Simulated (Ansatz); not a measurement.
Structures of equal composition on the (111) surface of fcc Al: a pseudomorphic layer of Rh in the host's stacking; a pseudomorphic layer of Rh in the other hollow. The slabs share one bottom face, and each structure is named by its start. These are constructed structures in small cells; real faces may alloy, dewet or reconstruct in larger ones, and not all known structures of the face are among them. Slabs of about 12 Å, Fermi-Dirac smearing of 0.1 eV. Bottom of the slabs: a bare face, its two planes held. Relaxed from the named starts with such symmetry as they have, on meshes of like density; energies extrapolated to zero smearing; spin only where a row says so; no spin-orbit coupling, no U. Brackets mark spin-polarised runs, whose order is one that fits the cell.

The numbers are results of PBE (plane waves to 420 eV, PAW; Ansatz, a quantum-chemistry and plane-wave program), not measurements.

Problem. Put the candidates in order of energy per 1x1 cell, lowest first, for PBE.

Solution. a pseudomorphic layer of Rh in the host's stacking (0.000 eV), a pseudomorphic layer of Rh in the other hollow (0.059 eV)
